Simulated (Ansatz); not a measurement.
The starting structures come from a database of crystals and need not be the phases stable at ambient conditions.

Tunnelling through a barrier is set by its complex band structure: the current falls as exp(−2κd) with the smallest κ.

Input:

```
CELL_PARAMETERS angstrom
      5.91140     0.00000     0.00000
     -2.95570     5.11942     0.00000
      2.95570     1.70647     4.82664
ATOMIC_POSITIONS crystal
  Cd 0.50000 0.25000 0.25000
  Cd 0.00000 0.50000 0.50000
  Co 0.25000 0.37500 0.87500
  Co 0.75000 0.87500 0.37500
  Co 0.25000 0.87500 0.87500
  Co 0.75000 0.87500 0.87500
  O  0.20764 0.10382 0.68854
  O  0.70764 0.64618 0.64618
  O  0.20764 0.10382 0.10382
  O  0.70764 0.06146 0.64618
  O  0.79236 0.10382 0.10382
  O  0.29236 0.64618 0.06146
  O  0.79236 0.68854 0.10382
  O  0.29236 0.64618 0.64618
```

Space group of this cell: Fd-3m, spinel. The cell is taken as given; by r2SCAN its mean pressure is -1.1 GPa.

Transport runs along the normal of the first two printed cell vectors, the (111) plane of the conventional cell.

The gap is the functional's own. No spin-orbit coupling. Mid-gap values are interpolated on the energy grid.

Problem. Predict the band gap and the smallest decay constant κ at mid-gap from r2SCAN in Ansatz (an electronic-structure program).

Solution. Gap 1.56 eV on a 8×8×8 mesh; κ = 0.329 1/Å, at (0.500, 0.000) of the in-plane reciprocal vectors. At the zone centre, at the nearest computed energy, the slowest state has κ = 0.37 1/Å.
